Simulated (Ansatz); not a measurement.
Sb (model structure, I-43m, No. 217, 4 atoms in the cell), treated with PBEsol (Ansatz, an electronic-structure program, plane waves, PAW).

Settings: plane-wave cutoff 520 eV, 8×8×8 k mesh, Fermi–Dirac smearing 0.01 eV, scalar-relativistic PAW data made under PBE.

Cell (relaxed at this level):

Sb is taken in the cubic space group I-43m (No. 217), Pearson symbol cI8. Conventional cell: a = 6.6700 Å, b = 6.6700 Å, c = 6.6700 Å, α = 90.00°, β = 90.00°, γ = 90.00°. Sb on 8c is surrounded by 3 Sb at 2.868 Å (trigonal pyramidal). (Neighbours: up to the widest gap in distance over summed covalent radii, below 1.35, at either atom.)
(The calculation used a cell of 4 atoms; values per cell refer to that cell.)

Task: Predict the band gap and bulk modulus B0.

Result: 
- band gap = 0.36 eV (on the SCF k mesh)
- bulk modulus B0 = 10.2 GPa

Note: the bulk modulus is −V dP/dV from two relaxed cells at ±2 % in volume; the relaxation could raise the start's symmetry but not lower it, so the cell can be a saddle point.

Spin–orbit coupling is not included; with these elements it can move the gap by several tenths of an eV or more.

Computing time: about 50 core-seconds (a rough figure).

A model structure was made by putting elements into a prototype or built by hand; it is no filed structure, need not be a known phase, and can be a saddle point held by its symmetry.
